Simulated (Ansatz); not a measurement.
Amorphous silicon oxynitride (Si₂₄O₃₆N₈), 68 atoms at 2.49 g/cm³, one PBE-relaxed geometry, zone centre. Methods: PBE, scalar-relativistic without spin-orbit coupling (Ansatz, a first-principles code); r2SCAN, scalar-relativistic without spin-orbit coupling (Ansatz); HSE06, scalar-relativistic without spin-orbit coupling (Ansatz); PBE0, scalar-relativistic without spin-orbit coupling (Ansatz). Plane waves to 420 eV (r2SCAN 500 eV); exact exchange is cut at the cell's faces. At PBE the levels at the filled edge of the gap are localised (band-tail or defect states), and the nearest spread-out levels lie 4.9 eV apart at the zone centre. All rungs ran without spin polarisation.

Preparation: random packing, a CHGNet melt and quench, and a DFT relaxation. O and N atoms were pushed apart under 1.9 Å during the dynamics, to hinder bonds among them. The hot cell started wider than the set density and was brought back towards it in steps. It is the lowest in DFT energy of 2 quenches. It is a model cell: composition and starting density were chosen by hand, and all elements were melted together. No dispersion term was used. A short ab initio anneal came between quench and relaxation. Its density started from a set value of 2.55 and ended at 2.49 g/cm³. Cooling (nominally 91 K/ps over its main leg) ran many orders faster than in experiment, which tends to leave more defects and strain. Values belong to this one cell and scatter from quench to quench. Volume and shape were free in the relaxation.

The relaxation ran on the zone centre alone. At PBE the level gap is 4.50 eV on a 2×2×2 Γ-centred mesh, and the spacing at the zone centre alone 4.56 eV.

Q: What zone-centre spacing does r2SCAN give, roughly?

A: 5.15 eV (+0.59 eV against PBE).

Q: What zone-centre spacing does HSE06 give, roughly?

A: 6.13 eV (+1.57 eV against PBE).

Q: What zone-centre spacing does PBE0 give, roughly?

A: 6.90 eV (+2.34 eV against PBE).

The highest filled and the lowest empty state spread over these numbers of atoms (participation numbers): PBE: 5.8 and 63.5; r2SCAN: 5.6 and 63.2; HSE06: 5.5 and 62.8; PBE0: 5.5 and 62.7.
